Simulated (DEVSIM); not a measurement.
Structure: abrupt In0.53Ga0.47As p-n junction, at 300 K.

```csv
layer (left to right),material,thickness (μm),Nd (cm⁻³),Na (cm⁻³),τn (s),τp (s)
1,In0.53Ga0.47As,17.0,-,1.6e15,6.1e-10,6.1e-10
2,In0.53Ga0.47As,1.50,2.7e16,-,6.1e-10,6.1e-10
```

Left contact: ohmic. Right contact: ohmic. Voltage is applied to the left contact. Recombination: SRH at mid-gap, radiative, Auger. Mobility is μmin + (μ − μmin)/(1 + (N/Nref)^α).

Constants are typed, rounded textbook-type inputs, not results; the design itself was drawn at random and stands for no fabricated device. Values at 300 K; Nc and Nv go as T^1.5, mobilities as T to minus their exponent, the gap by Varshni's rule with the affinity fixed.

```csv
parameter,In0.53Ga0.47As
gap (eV),0.74
affinity (eV),4.51
permittivity,13.9
Nc (cm⁻³),2.1e17
Nv (cm⁻³),7.7e18
μn (cm²/Vs),12000
μp (cm²/Vs),300
"μn,min",300
"μp,min",10
"Nref,n",1.3e17
"Nref,p",4.9e17
αn,0.48
αp,0.4
T exponent of μn,1.6
T exponent of μp,1.6
B (cm³/s),9.6e-11
Cn (cm⁶/s),5e-29
Cp (cm⁶/s),5e-29
Varshni α (eV/K),0.00035
Varshni β (K),190
```

Model (solved in DEVSIM): 1D drift-diffusion, Boltzmann statistics, complete ionisation; no tunnelling, impact ionisation, image-force lowering or self-heating.

The temperature was swept, all else fixed.

```json
[
 {"temperature (K)": "250", "largest field in the device at zero bias (V/cm)": "15000", "potential step across the device at zero bias (V)": "0.539"},
 {"temperature (K)": "300", "largest field in the device at zero bias (V/cm)": "14000", "potential step across the device at zero bias (V)": "0.468"},
 {"temperature (K)": "350", "largest field in the device at zero bias (V/cm)": "13000", "potential step across the device at zero bias (V)": "0.393"},
 {"temperature (K)": "400", "largest field in the device at zero bias (V/cm)": "13000", "potential step across the device at zero bias (V)": "0.317"},
 {"temperature (K)": "450", "largest field in the device at zero bias (V/cm)": "12000", "potential step across the device at zero bias (V)": "0.239"},
 {"temperature (K)": "500", "largest field in the device at zero bias (V/cm)": "11000", "potential step across the device at zero bias (V)": "0.170"}
]
```

From the first row to the last the largest field in the device at zero bias goes from 15000 to 11000. From the first row to the last the potential step across the device at zero bias goes from 0.539 to 0.170.
